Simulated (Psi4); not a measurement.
Psi4 1.11, TPSS/def2-svp: COB(OC)[OH+]C, charge +1, multiplicity 1, 17 atoms. The geometry is a generated start, not checked to be a minimum at this level.

```
Quantity                              Value
--------------------------  ---------------
task                                 energy
method                                 tpss
basis                              def2-svp
memory                                 3 GB
maxiter                                 100
keys of the molecule block      symmetry c1
scf_type                       df (default)
e_convergence               1e-06 (default)
d_convergence               1e-06 (default)
dft_radial_points              75 (default)
dft_spherical_points          302 (default)
basis functions                         148
grid points                          361938
```

```xyz
17

C      0.0917     2.5201    -0.4099
O     -0.6067     1.2998    -0.1895
B     -0.1886     0.0663    -0.0512
O     -0.8769    -1.0312     0.1551
C     -2.3001    -1.1525     0.2299
O      1.2987    -0.2198    -0.1663
C      1.8735    -1.4963     0.2004
H      0.7377     2.4493    -1.2866
H      0.6749     2.7895     0.4726
H     -0.6639     3.2853    -0.5821
H     -2.7351    -0.2930     0.7390
H     -2.5068    -2.0686     0.7814
H     -2.7077    -1.2250    -0.7791
H      1.8973     0.5137     0.0456
H      2.7603    -1.6626    -0.4114
H      2.1272    -1.5165     1.2615
H      1.1246    -2.2585    -0.0094
```

Charge 1 and multiplicity 1 are set for this test and not shown to be the ground state.

With the defaults (diis = true, scf_initial_accelerator = adiis, damping_percentage = 0, guess = auto, which took SAD, diis_max_vecs = 10, level_shift = 0, level_shift_cutoff = 0.01, diis_start = 1) it converges in 10 SCF iterations. One run each on 2 threads, with these changes:
- damping_percentage = 60
- scf_initial_accelerator = ediis
- level_shift = 0.1, level_shift_cutoff = 0.001
- guess = gwh
- guess = huckel
- diis_max_vecs = 20
- diis = false, scf_initial_accelerator = none, damping_percentage = 60
- guess = sadno
- diis_start = 4

Task: Which of these changes keep the SCF from converging, or lead it to another solution?

Result: No convergence: diis = false, scf_initial_accelerator = none, damping_percentage = 60 (the run ends without SCF convergence in 100 iterations). The rest reach the solution of the defaults. So do 9 further settings that aren't listed.

| setting | SCF iterations | end |
|---|---|---|
| the defaults | 10 | same solution |
| diis_max_vecs = 20 | 10 | same solution |
| level_shift = 0.1, level_shift_cutoff = 0.001 | 10 | same solution |
| scf_initial_accelerator = ediis | 10 | same solution |
| guess = sadno | 11 | same solution |
| guess = huckel | 11 | same solution |
| diis_start = 4 | 16 | same solution |
| guess = gwh | 16 | same solution |
| damping_percentage = 60 | 73 | same solution |
| diis = false, scf_initial_accelerator = none, damping_percentage = 60 | 100 | no convergence |
